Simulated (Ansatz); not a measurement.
Functionals compared on a constructed model of the (100) surface of fcc Ag, a pseudomorphic layer of W in the host's stacking (bottom of the slab: a bare face, its two planes held), in Ansatz (plane waves, PAW). The structure was relaxed with PBE; the other rows are single points on it. Cutoff 420 eV (500 eV for r2SCAN).

Slab: 7 atoms, 12.8 Å thick at the start; k 13x13x1, smearing 0.1 eV, dipole-corrected; 2 atoms held, the rest relaxed; symmetry of the start imposed; no spin, no spin-orbit, no U. It is one candidate, not shown to be the stable structure of the face. These notes are the PBE run's.

```
functional  work function of the top face (eV)          rough cost of the single point
----------  ----------------------------------  --------------------------------------
PBE                                       5.22                                       –
RPBE                                (withheld)          around 40 core-seconds (rough)
r2SCAN                                    5.28  about 60 core-seconds (a rough figure)
```

What belongs in the gaps?


- RPBE, work function of the top face (eV): 5.09

Ansatz is a quantum-chemistry and plane-wave program.
